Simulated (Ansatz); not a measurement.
## Effect of tensor shear ε_xy = +1.14 % on Pd

Start from Pd in the fcc (Cu type) structure (space group Fm-3m, No. 225; a = 3.841 Å; relaxed with 0.1 eV smearing). Axes: x, y, z lie along the cube axes.

It is then changed as follows: a pure shear with ε_xy = ε_yx = 0.0114, atoms relaxed at fixed cell.

Computed with Ansatz (an electronic-structure program), LDA, PAW, cutoff 420 eV, no spin-orbit coupling. Settings: 29×29×29 k-points, 0.1 eV Fermi–Dirac smearing.

The volume per atom remains 14.17 Å³ and the space group goes from Fm-3m (No. 225) to Immm (No. 71). The shortest interatomic distance drops by 3.1 pm, from 271.6 pm to 268.5 pm and the energy grows by 2.1 meV/atom. The pressure (mean of the normal stresses, compression positive) is nearly the same (0.0 GPa against 0.1 GPa) and the band gap remains zero. The stress (xx, yy, zz, yz, xz, xy; compression positive) is (0.2, 0.2, -0.1, 0.0, 0.0, -2.1) GPa.

Cost of the whole job for the changed cell (relaxation, final SCF and bands): around 90 core-seconds (rough).

The cells carry an imposed strain or load. Stability against distortions was not tested. The final runs are not spin-polarised.
